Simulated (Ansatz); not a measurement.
## PBE against PBEsol: hypothetical Pm-3n InP, strain tensor (xx, yy, zz, yz, xz, xy) = (−1.09, +2.82, −1.69, −1.14, +0.29, −0.59) %

The reference is InP (space group Pm-3n, No. 223; a = 7.334 Å; a hypothetical phase, not in the database extracts checked). Axes: x, y, z lie along the cube axes.

(Cell as relaxed with PBE.)

Levels (all Ansatz, a program for electronic structure, PAW): PBE (420 eV, no SOC); PBEsol (420 eV, no spin-orbit coupling).

Each level relaxes its own structure.

```csv
base,PBE,PBEsol
volume per atom,32.88 Å³,31.64 Å³
lattice parameter a,7.334 Å,7.241 Å
band gap,0.50 eV,0.65 eV
```

One thing is altered: the symmetric strain tensor [-0.0109 -0.0058 0.0029; -0.0058 0.0282 -0.0114; 0.0029 -0.0114 -0.0169]; the atoms relax in the strained cell.

| quantity | PBE | PBEsol |
|---|---|---|
| stress (xx, yy, zz, yz, xz, xy; compression positive) | (0.63, -1.59, 0.94, 0.32, -0.07, 0.17) GPa | (0.65, -1.69, 0.96, 0.34, -0.07, 0.18) GPa |
| electron mass | 0.036 mₑ along x, 0.053 mₑ along y, 0.032 mₑ along z (at Γ) | 0.049 mₑ along x, 0.063 mₑ along y, 0.045 mₑ along z (at Γ) |
| band gap | 0.29 eV | 0.42 eV |

PBE's band gap lies 0.136 eV below PBEsol's. Neither level is exact; PBEsol is the comparison here, not a measurement.

Effective masses come from finite differences of ±0.01 Å⁻¹. Whether these cells are dynamically stable was not tested. A zero or small gap of InP under strain tensor (xx, yy, zz, yz, xz, xy) = (−1.09, +2.82, −1.69, −1.14, +0.29, −0.59) % can be the functional's error rather than a property of the material.
